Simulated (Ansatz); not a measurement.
Candidates (primitive cells; geometry: relaxed with this functional, without spin-orbit coupling):
A. PtAl2 (Fm-3m), a = b = c = 4.1693 Å, α = β = γ = 60.00°
B. PdHg (P4/mmm), a = 3.013 Å, b = 3.013 Å, c = 3.735 Å, α = 90.00°, β = 90.00°, γ = 90.00°
C. NiS (P6_3/mmc), a = 3.4051 Å, b = 3.4051 Å, c = 5.0756 Å, α = 90.00°, β = 90.00°, γ = 120.00°
D. TaRh₃ (Pm-3m), a = 3.846 Å, b = 3.846 Å, c = 3.846 Å, α = 90.00°, β = 90.00°, γ = 90.00°
E. CuZn (Pm-3m), a = 2.9072 Å, b = 2.9072 Å, c = 2.9072 Å, α = 90.00°, β = 90.00°, γ = 90.00°

Q: Rank these by electron-phonon coupling λ (highest first), as PBEsol, DFPT electron-phonon coupling, linearised Boltzmann equation run with Ansatz (an electronic-structure program) gives it.

A: C (0.78), A (0.40), E (0.31), D (0.22), B (0.138)

Metals; harmonic phonons. Halving the electron mesh moves these values by up to 5 %; q meshes are mostly untested. Some of the runs warned that the eigensolver left states short of its tolerance. Spin-orbit coupling is left out.

Formula and space group known from diffraction (Crystallography Open Database), not checked to be the room-temperature form: NiS (P6_3/mmc), PdHg (P4/mmm), TaRh3 (Pm-3m). Treated as nonmagnetic (a ferromagnetic start lost its moment, other orders weren't tried): NiS (P6_3/mmc). The missing spin-orbit coupling matters most for PdHg (P4/mmm), PtAl2 (Fm-3m), TaRh3 (Pm-3m).
